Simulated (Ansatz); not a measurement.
Subject: the energy change on adding Sn2 to slab B from Sn (white tin). Reaction: cell B + 2 Sn (white tin) → cell A. Negative: the products are lower in energy.

Cell A: a slab of Sn (grey tin, Fd-3m) cut along (111), 7 atoms, hexagonal cell of 4.71 Å (19.2 Å²), symmetry P3m1, 10.4 Å thick under 16 Å of vacuum, in-plane vectors held at the crystal's; planes from bottom to top: H | Sn × 6, its two faces unlike (dipole correction applied); added, foreign or displaced atoms, below the bottom plane: H bound to 1 Sn at 1.75 Å; against B it holds Sn2 more, on a cell with one atom a plane; spin state with PBE: run without spin, k-point mesh 11×11×1.
```yaml
crystal:
  lattice:
    - [4.70569, 0.00000, 0.00000]
    - [-2.35285, 4.07525, 0.00000]
    - [0.00000, 0.00000, 26.18727]
  atoms:
    - { symbol: H, position: [0.00000, 0.00000, 0.30324] }
    - { symbol: Sn, position: [0.00000, 0.00000, 0.36994] }
    - { symbol: Sn, position: [0.33333, 0.66667, 0.40494] }
    - { symbol: Sn, position: [0.33333, 0.66667, 0.51449] }
    - { symbol: Sn, position: [0.66667, 0.33333, 0.55152] }
    - { symbol: Sn, position: [0.66667, 0.33333, 0.66231] }
    - { symbol: Sn, position: [0.00000, 0.00000, 0.69876] }
```

Cell B: a slab of Sn (grey tin, Fd-3m) cut along (111), 5 atoms, hexagonal cell of 4.71 Å (19.2 Å²), symmetry P3m1, 6.5 Å thick under 16 Å of vacuum, in-plane vectors held at the crystal's; planes from bottom to top: H | Sn × 4, its two faces unlike (dipole correction applied); added, foreign or displaced atoms, below the bottom plane: H bound to 1 Sn at 1.75 Å; spin state with PBE: run without spin, k-point mesh 11×11×1.
```yaml
crystal:
  lattice:
    - [4.70569, 0.00000, 0.00000]
    - [-2.35285, 4.07525, 0.00000]
    - [0.00000, 0.00000, 22.41869]
  atoms:
    - { symbol: H, position: [0.00000, 0.00000, 0.35517] }
    - { symbol: Sn, position: [0.00000, 0.00000, 0.43323] }
    - { symbol: Sn, position: [0.33333, 0.66667, 0.47463] }
    - { symbol: Sn, position: [0.33333, 0.66667, 0.60306] }
    - { symbol: Sn, position: [0.66667, 0.33333, 0.64628] }
```

Reference: Sn (white tin, I4₁/amd), 2 atoms in the cell, k-point mesh 22×22×22 on the run's own vectors. Conventional cell: a = b = 5.9457 Å, c = 3.2168 Å, α = β = γ = 90.00°.

Computed with Ansatz (plane waves, PAW), its PAW set soft_1, cutoff 420 eV, 500 eV for r2SCAN. The structures are at rest with PBE, within the held lattices; other levels are single points on them. Neutral cells; Fermi-Dirac smearing of at most 0.10 eV in the solids, energies taken to zero width. The lattices are those relaxed with PBE, so at other levels the solids can be strained, which adds to the spread. A dispersion term (D3(BJ), or D4 for r2SCAN) was computed beside these levels and is taken off wherever the name lacks it. No zero-point or thermal terms. Cells are local rest points, mostly with their start's symmetry. Spin-orbit coupling is left out. Values are for these cell sizes. Cell A has symmetry P3m1 and got no random move, so less symmetric positions, which may lie lower, weren't tried. Cell B has symmetry P3m1 and got no random move, so less symmetric positions, which may lie lower, weren't tried.

Problem. Predict the value from r2SCAN.

Solution. -0.32 eV, for cell B + 2 Sn (white tin) → cell A.

Problem. What do the other levels give, and how wide is the spread?

Solution. 
| Functional | value (eV) | less r2SCAN |
|---|---|---|
| PBE | -0.15 | 0.17 |

The levels span 0.17 eV, from r2SCAN (-0.32) to PBE (-0.15).

Ansatz is a quantum-chemistry and plane-wave program.
